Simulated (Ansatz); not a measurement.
## HgS: isotropic strain −0.50 %

The parent structure is HgS in the zinc blende structure (space group F-43m, No. 216; a = 5.876 Å).

It is then changed as follows: every lattice vector is shortened by 0.50 %, atoms relaxed at fixed cell.

Calculations: plane-wave PAW DFT at the PBEsol level (Ansatz, a program for electronic structure, 420 eV), without spin-orbit coupling. Settings: 10×10×10 k-points, 0.05 eV Fermi–Dirac smearing.

| quantity | base | changed | shift |
|---|---|---|---|
| space group | F-43m (No. 216) | F-43m (No. 216) | – |
| shortest interatomic distance | 2.544 Å | 2.532 Å | -0.0127 Å |
| energy relative to the base (free energy F) | 0 meV/atom | +1.1 meV/atom | +1.1 meV/atom |
| pressure | 0.0 GPa | 0.9 GPa | +0.9 GPa |
| band gap | zero | zero | – |

Final structure:

```xyz
2
Lattice="0.0000 2.9232 2.9232 2.9232 0.0000 2.9232 2.9232 2.9232 0.0000" Properties=species:S:1:pos:R:3 pbc="T T T"
Hg     0.0000     0.0000     0.0000
S      1.4616     1.4616     1.4616
```

Cost of the whole job for the changed cell (relaxation, final SCF and bands): roughly 7 core-seconds.

A case with no gap was solved on a k-mesh chosen for an insulator, which is coarse for it. Spin-orbit coupling, missing from the scalar runs, can matter with Hg. Stability against distortions was not tested. The final runs are not spin-polarised. The zero or small gap of HgS can change with the level of theory.
